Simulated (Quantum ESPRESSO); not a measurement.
Quantum ESPRESSO run on AlInSb2 (P-4m2, 4 atoms in the cell): self-consistent single point.

Method: PBEsol, PseudoDojo standard norm-conserving (PBESOL) pseudopotentials (plane waves; Quantum ESPRESSO).

The change in words: lattice scaled by 0.98. Reference geometry:
```
CELL_PARAMETERS angstrom
      4.42055     0.00000     0.00000
      0.00000     4.42055     0.00000
      0.00000     0.00000     6.22819
ATOMIC_POSITIONS crystal
  Al 0.00000 0.00000 0.00000
  In 0.50000 0.50000 0.50000
  Sb 0.00000 0.50000 0.23337
  Sb 0.50000 0.00000 0.76663
```

Reference input (self-consistent single point, DFT, PBEsol, plane waves, PseudoDojo standard norm-conserving (PBESOL) pseudopotentials): ecutwfc = 80 Ry; occupations = smearing; smearing = fermi-dirac; degauss = 0.00147 Ry; potentials = {Al: Al.upf, In: In.upf, Sb: Sb.upf}; K_POINTS = automatic 4 4 3 0 0 0; conv_thr = 1e-11 Ry. This run's input differs from it in these lines:

```diff
@@ -9,4 +9,4 @@
     ibrav = 6
-    celldm(1) = 8.3536344894
-    celldm(3) = 1.408916938673
+    celldm(1) = 8.1865619130
+    celldm(3) = 1.408916882226
     nat = 4
```

Output, abridged:

```
     Self-consistent Calculation

     iteration #  1     ecut=    80.00 Ry     beta= 0.70

     Threshold (ethr) on eigenvalues was too large:
     Diagonalizing with lowered threshold

     total energy              =    -500.27364168 Ry
     estimated scf accuracy    <       0.08134785 Ry

     iteration #  2     ecut=    80.00 Ry     beta= 0.70

     total energy              =    -500.28021325 Ry
     estimated scf accuracy    <       0.02069769 Ry

     iteration #  3     ecut=    80.00 Ry     beta= 0.70

     total energy              =    -500.28567545 Ry
     estimated scf accuracy    <       0.00772078 Ry

   [... 7 blocks of this kind left out ...]

     iteration # 11     ecut=    80.00 Ry     beta= 0.70

     total energy              =    -500.28741968 Ry
     estimated scf accuracy    <          4.5E-11 Ry

     iteration # 12     ecut=    80.00 Ry     beta= 0.70
     End of self-consistent calculation

     the Fermi energy is     8.6131 ev

!    total energy              =    -500.28741968 Ry
     estimated scf accuracy    <          2.0E-12 Ry
     smearing contrib. (-TS)   =      -0.00000000 Ry
     internal energy E=F+TS    =    -500.28741968 Ry

     convergence has been achieved in  12 iterations

     Forces acting on atoms (cartesian axes, Ry/au):

     atom    1 type  1   force =     0.00000000    0.00000000    0.00000000
     atom    2 type  2   force =     0.00000000    0.00000000    0.00000000
     atom    3 type  3   force =     0.00000000    0.00000000   -0.00489743
     atom    4 type  3   force =     0.00000000    0.00000000    0.00489743

     Total force =     0.006926     Total SCF correction =     0.000013

          total   stress  (Ry/bohr**3)                   (kbar)     P=       62.84
   0.00044583  -0.00000000   0.00000000           65.58       -0.00        0.00
  -0.00000000   0.00044583   0.00000000           -0.00       65.58        0.00
   0.00000000   0.00000000   0.00038995            0.00        0.00       57.36

   JOB DONE.
```

The run converged in 12 iterations. Against the reference run the free energy goes up by 47.0 meV/atom, the pressure goes from 2.22 to 6.28 GPa, the largest force goes from 0.068 to 0.126 eV/Å and the gap on the mesh goes from 0.757 to 0.745 eV.

The starting cell comes from a database of computed structures (which also holds hypothetical and non-ambient phases and stackings), without a prior relaxation at this level. Its lattice was rescaled by a random factor within 2.5 % of one. For this run, on top of that: lattice scaled by 0.98. Spin-orbit coupling is off. With a pressure of about 6 GPa the cell is away from its equilibrium volume at this level.

Cost on one core of a shared machine: roughly 90 s.
